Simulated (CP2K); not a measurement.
Band structure of ScZnPd (Cmcm, 6 atoms in the cell).

```yaml
crystal:
  lattice:
    - [5.03892, 0.00000, 0.00000]
    - [-3.21013, 3.88404, 0.00000]
    - [0.00000, 0.00000, 5.25138]
  atoms:
    - { symbol: Sc, position: [0.70683, 0.29317, 0.75000] }
    - { symbol: Sc, position: [0.29317, 0.70683, 0.25000] }
    - { symbol: Zn, position: [0.00000, 0.00000, 0.00000] }
    - { symbol: Zn, position: [0.00000, 0.00000, 0.50000] }
    - { symbol: Pd, position: [0.40354, 0.59646, 0.75000] }
    - { symbol: Pd, position: [0.59646, 0.40354, 0.25000] }
```

Computed with PBEsol, GPW, DZVP-MOLOPT-SR-GTH basis, GTH-PBE potentials (GTH_POTENTIALS) (CP2K).

Settings: CUTOFF = 600 Ry; REL_CUTOFF = 50 Ry; SMEAR/METHOD = GAUSSIAN; SIGMA = 0.05 eV; KPOINTS/SCHEME = MONKHORST-PACK 5 5 4; GAMMA_CENTERED = T; XC_FUNCTIONAL = PBE:PBESOL; Sc/BASIS_SET = DZVP-MOLOPT-SR-GTH-q11; Sc/POTENTIAL = GTH-PBE-q11; Zn/BASIS_SET = DZVP-MOLOPT-SR-GTH-q12; Zn/POTENTIAL = GTH-PBE-q12; Pd/BASIS_SET = DZVP-MOLOPT-SR-GTH-q18; Pd/POTENTIAL = GTH-PBE-q18; METHOD = GPW.

The starting cell comes from a database of computed structures (which also holds hypothetical and non-ambient phases and stackings), without a prior relaxation at this level. Spin polarisation is off. Values carry the incompleteness of an atom-centred basis. The potentials were made for another functional than the one used.

Levels in eV from the Fermi level, bands 38 to 43:
| point | 38 | 39 | 40 | 41 | 42 | 43 |
|---|---|---|---|---|---|---|
| Γ | -1.75 | -1.74 | -0.61 | -0.47 | 0.16 | 0.72 |
| X | -2.63 | -2.62 | -0.27 | -0.22 | 0.21 | 0.46 |
| S | -2.68 | -1.24 | -1.09 | -0.48 | -0.08 | 0.73 |
| R | -2.81 | -2.02 | -2.02 | 0.54 | 0.54 | 0.65 |
| A | -2.31 | -2.02 | -2.02 | -0.73 | -0.73 | 1.59 |
| Z | -2.82 | 0.13 | 0.13 | 0.31 | 0.31 | 1.00 |
| Y | -2.51 | -1.40 | -0.67 | -0.24 | 0.48 | 1.16 |
| X1 | -2.63 | -2.62 | -0.27 | -0.22 | 0.21 | 0.46 |
| A1 | -2.31 | -2.02 | -2.02 | -0.73 | -0.73 | 1.59 |
| T | -3.09 | -1.83 | -1.83 | 1.18 | 1.18 | 1.41 |

Bands cross the Fermi level along this path, so the cell is metallic at this level.

Higher empty bands are left out: an atom-centred basis made for the valence describes them poorly.
